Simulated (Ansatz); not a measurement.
Consider CuAu (space group P4/mmm, No. 123; a = 2.8129 Å, c = 3.5930 Å; relaxed with 0.1 eV smearing). Axes: x, y, z lie along a, b, c of the conventional cell.

Calculations: Ansatz (a quantum-chemistry and plane-wave program), PBEsol, PAW, cutoff 420 eV, no SOC.

Base values:

| Property | Result |
|---|---|
| Shortest interatomic distance | 5.065 bohr |

Perturbation: the cell is compressed by 0.50 % along x with no lateral relaxation; the atoms relax in the strained cell.

Q: What happens to the stress, shortest interatomic distance and energy relative to the base?

A: The stress (xx, yy, zz, yz, xz, xy; compression positive) amounts to (1.1, 0.7, 0.8, 0.0, 0.0, 0.0) GPa; the shortest interatomic distance drops by 0.007 bohr, from 5.065 bohr to 5.058 bohr; the energy hardly moves.

Whether these cells are dynamically stable was not tested. The final runs are not spin-polarised.
